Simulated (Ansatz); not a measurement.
Gap of an armchair MoS2 nanoribbon, N = 12, bare edges at several levels, all on one geometry.

Levels: PBE (plane waves to 420 eV, PAW; Ansatz, an electronic-structure program); Ansatz with PBE with spin-orbit coupling; r2SCAN (plane waves to 500 eV, PAW; Ansatz). Unmarked values and the geometry are of the first. Mesh 1×1×6. No spin polarisation, so a magnetic state wasn't tested. Isolated but for its images some 11 Å away. An idealised model, cut from the flat sheet. Symmetry and one short period hold its shape; lower forms weren't sought. Values not marked SOC lack spin–orbit coupling.

```tsv
level	gap (eV)
PBE	0.55
PBE+SOC	0.54
r2SCAN	___
```

Q: Fill in the missing entries.

A: 
- r2SCAN, gap (eV): 0.72
